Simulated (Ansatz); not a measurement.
The starting structures come from a database of crystals and need not be the phases stable at ambient conditions.

Inside the gap of an insulator the Bloch states are evanescent, with a wavenumber k + iκ along the transport direction.

Consider the following.

```yaml
crystal:
  lattice:
    - [7.32738, 0.00000, 0.00000]
    - [3.66369, 10.58436, 0.00000]
    - [3.66369, -1.26816, 3.43721]
  atoms:
    - { symbol: Cs, position: [0.69997, 0.30003, 0.80003] }
    - { symbol: Cs, position: [0.80003, 0.69997, 0.19997] }
    - { symbol: Li, position: [0.41752, 0.08248, 0.58248] }
    - { symbol: Li, position: [0.08248, 0.91752, 0.41752] }
    - { symbol: Br, position: [0.33408, 0.66592, 0.16592] }
    - { symbol: Br, position: [0.16592, 0.33408, 0.83408] }
    - { symbol: Br, position: [0.00000, 0.00000, 0.00000] }
    - { symbol: Br, position: [0.50000, 0.00000, 0.00000] }
```

Space group of this cell: P4/nmm. The cell is taken as given.

Transport runs along the normal of the first two printed cell vectors, the (111) plane of the conventional cell.

The gap is the functional's own. No spin-orbit coupling. Mid-gap values are interpolated on the energy grid.

Compute, with r2SCAN in Ansatz (a quantum-chemistry and plane-wave program), the band gap and the smallest decay constant κ at mid-gap.

Gap 4.99 eV on a 10×10×10 mesh; κ = 0.340 1/Å, at the zone centre.
